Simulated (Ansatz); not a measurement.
# Several settings converged on CdPt (P4mm, 2 atoms in the cell)

```
CdPt
1.0
    2.97650     0.00000     0.00000
    0.00000     2.97650     0.00000
    0.00000     0.00000     3.83451
Cd Pt
1 1
Cartesian
  0.00000   0.00000   0.05000
  1.48825   1.48825   1.91726
```

Base method: PBEsol, default PAW files made with PBE (plane waves; Ansatz, a quantum-chemistry and plane-wave program).

Base settings: basis.ecutwfc = 420 eV; kpoints.mp_grid.grid = 11 11 9; hamiltonian.xc = pbesol; hamiltonian.pseudopotentials = {kind: paw} (the program's default PAW files); scf.occupations.method = fermi_dirac; scf.occupations.width = 0.1 eV.

**The width of Fermi-Dirac smearing**

In this ladder: kpoints.mp_grid.grid = 18 18 15.

Narrow widths need finer meshes than wide ones, so the last steps can hold mesh noise.

Only quantities that move along the ladder and can be compared are tabulated; pressure and forces are left out, as mesh noise rules them at narrow widths.

```csv
scf.occupations.width,free energy less the last step's (meV/atom),energy extrapolated to zero width less the last step's (meV/atom)
1 eV,-730.82,90.83
0.5 eV,-143.26,29.56
0.3 eV,-41.94,6.14
0.2 eV,-16.63,0.93
0.1 eV,-3.23,0.04
0.05 eV,0.00,0.00
```

Widest scf.occupations.width that holds the energy extrapolated to zero width within 0.5 meV/atom of the last step, with all finer ones: 0.1 eV; the step before is off by 0.93 meV/atom.

Widest scf.occupations.width that holds the free energy within 5 meV/atom: not settled: the last two steps still differ by 3.2 meV/atom, over half the tolerance, so the ladder does not show it.

The extrapolation to zero width removes most of the smearing's effect on the energy.

**The width of cold smearing**

In this ladder: kpoints.mp_grid.grid = 18 18 15; scf.occupations.method = cold.

Narrow widths need finer meshes than wide ones, so the last steps can hold mesh noise.

Only quantities that move along the ladder and can be compared are tabulated; pressure and forces are left out, as mesh noise rules them at narrow widths.

```csv
scf.occupations.width,free energy less the last step's (meV/atom)
0.5 eV,2.85
0.3 eV,0.50
0.2 eV,0.23
0.1 eV,-0.02
0.05 eV,0.00
```

Widest scf.occupations.width that holds the free energy within 2 meV/atom of the last step, with all finer ones: 0.3 eV; the step before is off by 2.8 meV/atom.

On the base run: the starting cell comes from a database of computed structures (which also holds hypothetical and non-ambient phases and stackings), without a prior relaxation at this level. Its lattice was rescaled by up to half a per cent. One atom was moved a little off its site on purpose. Spin polarisation is off. In the base run, with a pressure of about -3 GPa the cell is away from its equilibrium volume at this level. Ansatz's pressure includes its estimate of the finite-basis (Pulay) stress.

Left out of this page: 4 runs of the series outside the window shown, repeating another row's setting, or not comparable; 1 run of the series unsound by tests on forces, stress, charge or solver warnings.

Keys are those of Ansatz 0.2.
